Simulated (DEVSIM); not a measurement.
System: Schottky contact on n-type GaN, at 350 K.

```tsv
layer (left to right)	material	thickness (μm)	Nd (cm⁻³)	τn (s)	τp (s)
1	GaN	1.80	1.6e17	5.7e-8	5.7e-8
```

Left contact: Schottky, work function 5.4 eV, emission velocity 3.9e6 cm/s. Right contact: ohmic. Voltage is applied to the left contact. Recombination: SRH at mid-gap, radiative, Auger. Mobility is μmin + (μ − μmin)/(1 + (N/Nref)^α).

Constants are typed, rounded textbook-type inputs, not results; the design itself was drawn at random and stands for no fabricated device. Values at 300 K; Nc and Nv go as T^1.5, mobilities as T to minus their exponent, the gap by Varshni's rule with the affinity fixed.

```
parameter             GaN
----------------  -------
gap (eV)             3.43
affinity (eV)         4.1
permittivity          9.5
Nc (cm⁻³)          2.3e18
Nv (cm⁻³)          4.6e19
μn (cm²/Vs)          1200
μp (cm²/Vs)           100
μn,min                 55
μp,min                  3
Nref,n               2e17
Nref,p               3e17
αn                      1
αp                      2
T exponent of μn      1.5
T exponent of μp        2
B (cm³/s)           1e-11
Cn (cm⁶/s)          1e-30
Cp (cm⁶/s)          1e-30
Varshni α (eV/K)  0.00091
Varshni β (K)         830
```

Simulated with DEVSIM: 1D drift-diffusion, Boltzmann statistics, complete ionisation; no tunnelling, impact ionisation, image-force lowering or self-heating. Metal contacts follow the ideal Schottky-Mott rule: no Fermi-level pinning, no interface dipoles.

The temperature was swept, all else fixed.

```
temperature (K)  dark forward voltage at 100 A/cm² (V)  potential step across the device at zero bias (V)  dark forward voltage at 1 A/cm² (V)
---------------  -------------------------------------  -------------------------------------------------  -----------------------------------
250                                              1.102                                              1.248                                1.001
300                                              1.055                                              1.231                                0.935
350                                                  …                                              1.213                                    …
400                                              0.960                                              1.193                                0.798
450                                              0.911                                              1.173                                0.729
500                                              0.861                                              1.152                                0.659
```

Task: Fill in the missing entries.

Result: 
- 350, dark forward voltage at 100 A/cm² (V): 1.008
- 350, dark forward voltage at 1 A/cm² (V): 0.867
